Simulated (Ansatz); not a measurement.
# CdTe: response to strain

Start from CdTe in the zinc blende structure (space group F-43m, No. 216; a = 6.409 Å). Axes: x, y, z lie along the cube axes.

Strains are applied to the cell and any free atomic positions relax.

Method: Ansatz (a first-principles code), LDA, PAW, cutoff 420 eV, without spin-orbit coupling.

Notes on the quantities. energy relative to the base: free energy F.

| uniaxial strain ε_zz (%) | energy relative to the base (meV/atom) |
|---|---|
| -3 | 5.5 |
| -2.5 | 3.8 |
| -2 | 2.4 |
| -1.5 | ? |
| -1 | 0.6 |
| -0.5 | 0.2 |
| 0 | 0.0 |

Q: Fit ΔE = Aε² + Bε³ (ε in %) to the rows shown and predict the withheld row.

A: Least squares on the printed values gives A = 0.588 and B = -0.0075 meV/atom (largest residual 0.1 meV/atom); this predicts 1.3 meV/atom, and the run gives 1.4 meV/atom, in agreement.

Stability against distortions was not tested.
